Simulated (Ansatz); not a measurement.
## Effective masses and thermopower of Li3As (P6_3/mmc)

```yaml
crystal:
  lattice:
    - [4.32882, 0.00000, 0.00000]
    - [-2.16441, 3.74887, 0.00000]
    - [0.00000, 0.00000, 7.72788]
  atoms:
    - { symbol: Li, position: [0.00000, 0.00000, 0.25000] }
    - { symbol: Li, position: [0.00000, 0.00000, 0.75000] }
    - { symbol: Li, position: [0.33333, 0.66667, 0.58471] }
    - { symbol: Li, position: [0.66667, 0.33333, 0.41529] }
    - { symbol: Li, position: [0.66667, 0.33333, 0.08471] }
    - { symbol: Li, position: [0.33333, 0.66667, 0.91529] }
    - { symbol: As, position: [0.33333, 0.66667, 0.25000] }
    - { symbol: As, position: [0.66667, 0.33333, 0.75000] }
```

The numbers are results of PBEsol, rigid bands (plane waves, PAW, scalar-relativistic; Ansatz, an electronic-structure program), not measurements. How the cell was made: cell and atoms relaxed with PBEsol.

```yaml
band_gap: 0.55 eV
electron conductivity mass (300 K, dilute): 0.34 (x), 0.34 (y), 0.23 (z) mₑ
effective density of states N_c (300 K): 7.7e18 cm⁻³
density_of_states_mass_electrons: 0.45 mₑ
Seebeck coefficient, n-type 1e19 cm⁻³, 300 K: -203 μV/K
best n-type power factor at 300 K for τ = 10 fs (best axis; densities from 1e16 to 1e21 cm⁻³ tried, whether or not they can be reached): 5.7 μW/(cm·K²) at 3e19 cm⁻³
```

Rigid bands; masses and Seebeck coefficients take one relaxation time τ for all states and one kind of carrier; polarons and phonon drag are left out. Spin-orbit coupling is left out.

Formula and space group known from diffraction (Crystallography Open Database), not checked to be the room-temperature form: Li3As (P6_3/mmc).
